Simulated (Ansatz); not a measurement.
Consider Cu in the fcc (Cu type) structure (space group Fm-3m, No. 225; a = 3.577 Å; relaxed with 0.1 eV smearing). Axes: x, y, z lie along the cube axes.

Computed with Kohn–Sham DFT with the r2SCAN functional, run in Ansatz (a program for electronic structure) with PAW and 500 eV plane waves, no SOC.

It is then changed as follows: uniaxial strain ε_zz = −2.00 %, all other strain components held at zero; the atoms relax in the strained cell.

Task: Predict the stress tensor and what it implies for the stiffness.

Result: Stress of the strained cell less that of the base (GPa, compression positive):
```
    3.1     0.0     0.0
    0.0     3.1     0.0
    0.0     0.0     4.2
```

Then −Δσ_ii/ε with ε = -0.0200 gives secant stiffness values (nonlinear terms included at this strain): C33 ≈ 212 GPa, C13 ≈ 155 GPa and C23 ≈ 155 GPa.

Whether these cells are dynamically stable was not tested. The final runs are not spin-polarised.
